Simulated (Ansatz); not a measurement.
# A constructed model of the (111) surface of fcc Cu, (√3x√3)R30° surface alloy, Au on one Cu site of the top plane (bottom of the slab: a bare face, its two planes held)

The numbers are results of PBE (plane waves to 420 eV, PAW; Ansatz, a first-principles code), not measurements.

Model: 18-atom slab, 10.5 Å thick at the start with caps and adatoms (thin: gaps and levels are the slab's own), 10x10x1 mesh, Fermi-Dirac 0.1 eV, dipole correction, 6 atoms held, the rest relaxed; symmetry of the start imposed; no spin, no spin-orbit, no U. It is one candidate, not shown to be the stable structure of the face.

```json
{
  "work_function_of_the_top_face": "5.01 eV",
  "energy_released_by_relaxation": "0.11 eV",
  "cost": "around 5 core-minutes (rough)"
}
```
